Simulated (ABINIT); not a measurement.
## Equation of state of CuAu-type CuAu (space group 123): energy against volume (ABINIT, LDA)

```
CELL_PARAMETERS angstrom
      2.69110     0.00000     0.00000
      0.00000     2.69110     0.00000
      0.00000     0.00000     3.52726
ATOMIC_POSITIONS crystal
  Cu 0.00000 0.00000 0.00000
  Au 0.50000 0.50000 0.50000
```

Method of the run: LDA (PW92), norm-conserving pseudopotentials (PseudoDojo nc-sr-04 LDA standard) (plane waves; ABINIT). Settings: pseudos = [Cu.upf, Au.upf]; ecut = 60 Ha; occopt = 3; tsmear = 0.05 eV; ngkpt = 13 13 10; nshiftk = 1; shiftk = 0 0 0; potentials = PseudoDojo nc-sr-04 LDA standard; nband = 25; kptopt = 1; nstep = 60; toldfe = 1e-09 Ha. The cell above is the first row's. The rows scale it uniformly. In all rows fractional positions and the k mesh are held. E is the free energy at the stated smearing, counted from the lowest row.

```
V (Å^3/atom)  E (meV/atom)
------------  ------------
12.7723              49.20
13.0499              23.90
13.3276               8.01
13.6052               0.37
13.8829               0.00
14.1605               6.01
14.4382              17.64
14.7159                  ?
```

Task: Fit E against V with the third-order Birch-Murnaghan form, a cubic in V^(-2/3), and predict the withheld value at V = 14.7159.

Result: With u = V^(-2/3) - 0.176, the rows have u = 0.007015, 0.004411, 0.001896, -0.000532, -0.002880, -0.005150, -0.007348. Least squares gives E = 1.405 + 2278.81·u + 628979·u² + 2476038·u³. Residuals (row less fit): 0.002, -0.007, 0.006, 0.000, 0.000, -0.003, 0.002; standard error 0.006 (degrees of freedom: 3). Its minimum lies at u = -0.001831, so V0 = (0.174169)^(-3/2) = 13.76. There d²E/du² = 1231000 and d³E/du³ = 1.486e7, so B0 = (4/9) × 13.76^(-7/3) × 1231000 × 0.160218 = 193 GPa (the last factor turns the table's units into GPa), and B0' = 4 + (2/3) × 0.174169 × (1.486e7)/1231000 = 5.4. The program's pressures in the fitted runs (not shown) pass through zero at V = 13.76, 0.00 % from this V0. At the withheld row, u = -0.009477, so E = 1.405 + 2278.81 × (-0.009477) + 628979 × (-0.009477)² + 2476038 × (-0.009477)³ = 34.192 meV/atom. The calculation gives 34.18 meV/atom, 0.012 meV/atom below the prediction (under 0.05 % of the range of E in the table). The row lies outside the fitted rows, so this is an extrapolation. From the scatter of the fitted rows alone, a prediction at this place has a standard error of 0.017 meV/atom, so the miss is 0.7 times that.

Carrying the step between the two nearest rows on in a straight line would have given 29.27, off by 4.91; series whose last step already gives the withheld value aren't shown. The scan was laid around a cell of about the measured size, scaled by a guess for this functional; axis ratios and inner coordinates come from that cell. The runs keep the symmetry of the cell, so they don't test it for distortions. Spin polarisation is off. Spin-orbit coupling is off. The shape of the cell and the inner coordinates aren't relaxed, so V0 and B0 belong to this uniform scaling; a relaxed crystal lies no higher in energy and is usually softer. 1 of the planned runs didn't end soundly and are left out. Cutoffs and mesh are single choices, not tested for convergence of this quantity. Series with a scatter that would blur these digits, or in which a gap closes, are not shown. Nor are scans whose minimum lies at an end fitted in this form.
